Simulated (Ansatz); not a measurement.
Take BaTiO₃ in the cubic perovskite structure (space group Pm-3m, No. 221; a = 3.970 Å) as the base. Axes: x, y, z lie along the cube axes.

Level of theory: DFT with PBEsol, PAW potentials and a 420 eV plane-wave cutoff in Ansatz (a first-principles code), no SOC.

Modification: tensor shear ε_xy = +1.67 % (engineering shear γ = 0.0334), atoms relaxed at fixed cell.

Problem. Predict the stress tensor and what it implies for the stiffness.

Solution. Stress of the strained cell less that of the base (GPa, compression positive):
```
   0.13   -4.21    0.00
  -4.21    0.13    0.00
   0.00    0.00    0.06
```

Then −Δσ/γ with γ = 2ε = 0.0334 gives secant stiffness values (nonlinear terms included at this strain): C66 ≈ 126 GPa.

As a check, the harmonic strain energy −½ V₀ Δσ:ε is 5.5 meV/atom; the computed energy rise is 5.5 meV/atom.

Stability against distortions was not tested. The final runs are not spin-polarised. Many cubic perovskites are stable only at high temperature; tilts and polar distortions were not tested. This is not the structure that BaTiO3 has at room temperature and ambient pressure.
